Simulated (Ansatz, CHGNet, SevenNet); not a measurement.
# Lattice constant a of InSb (model structure, started from the PtS type, P4₂/mmc, No. 131, 4 atoms in the cell) at several levels of theory

No measured value is used here.

| level (code) | value (Å) |
|---|---|
| CHGNet 0.3.0 | 4.215 |
| CHGNet-r²SCAN | 4.188 |
| SevenNet-l3i5 | 4.552 |
| PBEsol (Ansatz) | 4.172 |
| r²SCAN (Ansatz) | 4.260 |

SevenNet-l3i5: the cell has another shape than the first-principles one, perhaps another minimum in the same group. Cutoffs differ between the levels. Ansatz's density-functional and Hartree–Fock values are scalar-relativistic unless marked +SOC, with PAW data made under PBE.

Machine-learned potentials (CHGNet 0.3.0, CHGNet-r²SCAN, SevenNet-l3i5) are trained on DFT data: a solid inside that data is no test of them.

A model structure was made by putting elements into a prototype or built by hand; it is no filed structure, need not be a known phase, and can be a saddle point held by its symmetry.

Ansatz is an electronic-structure program.
